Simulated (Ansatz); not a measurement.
The starting structures come from a database of crystals and need not be the phases stable at ambient conditions.

 Where the default PAW files enter, the runs use the earlier of Ansatz's two default sets.

Tunnelling through a barrier is set by its complex band structure: the current falls as exp(−2κd) with the smallest κ.

Data:

```
CELL_PARAMETERS angstrom
      5.58258     0.00000     0.00000
     -2.79129     4.83466     0.00000
      2.79129     1.61155     2.33556
ATOMIC_POSITIONS crystal
  Ba 0.99972 0.99986 0.00042
  Ti 0.97334 0.48667 0.53999
  O  0.53133 0.02028 0.95762
  O  0.02210 0.51105 0.95762
  O  0.53133 0.51105 0.95762
```

Space group of this cell: R3m. The cell is strained (lengths across the current scaled by 0.98, ions clamped); by r2SCAN its mean pressure is 5.8 GPa.

Transport runs along the normal of the first two printed cell vectors, the (001) (indices of the unstrained crystal) plane of the conventional cell.

No gap correction and no spin-orbit coupling; mid-gap values are interpolated between computed energies.

Task: Compute, with Ansatz (a quantum-chemistry and plane-wave program) with r2SCAN, the band gap and the smallest decay constant κ at mid-gap.

Result: Gap 2.88 eV on a 12×12×12 mesh; κ = 0.379 1/Å, at (0.167, 0.000) of the in-plane reciprocal vectors. At the zone centre, at the nearest computed energy, the slowest state has κ = 0.39 1/Å.
